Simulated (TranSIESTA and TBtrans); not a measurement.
Ge chain with one bond stretched by 1.0 Å

Device: Ge chain with one bond stretched by 1.0 Å. Leads: straight Ge chain, spacing 2.4 Å. Geometry: as built, not relaxed.

Method: TranSIESTA and TBtrans, PBE, DZP numerical orbitals (energy shift 0.15 eV), PseudoDojo norm-conserving scalar-relativistic potentials, mesh cutoff 200 Ry, 300 K, no spin polarisation, no spin-orbit coupling; self-consistent non-equilibrium Green functions.

* **Conductance at 300 K (G0 = 2e²/h)**: 1.27
* **Mean T from −0.5 to 0.5 eV**: 1.15

Energies count from the leads' Fermi level. Transmissions are for one spin of a degenerate pair. The energy step is 0.01 eV; narrower resonances are cut or missed.

```tsv
E (eV)	T	lead channels
-2.00	0.40	1
-1.80	0.42	1
-1.60	0.43	1
-1.40	0.45	1
-1.20	0.46	1
-1.00	0.51	3
-0.80	0.63	3
-0.60	0.75	3
-0.40	0.95	3
-0.20	1.17	3
0.00	1.27	3
0.20	1.24	3
0.40	1.14	3
0.60	1.05	3
0.80	1.00	3
1.00	0.97	3
1.20	0.97	3
1.40	0.99	3
1.60	1.01	3
1.80	1.05	3
2.00	1.09	3
```

The straight chain is held at its spacing; free chains may zigzag or dimerise. No spin-polarised start was tried, so a magnetic state, if there is one, is missed.
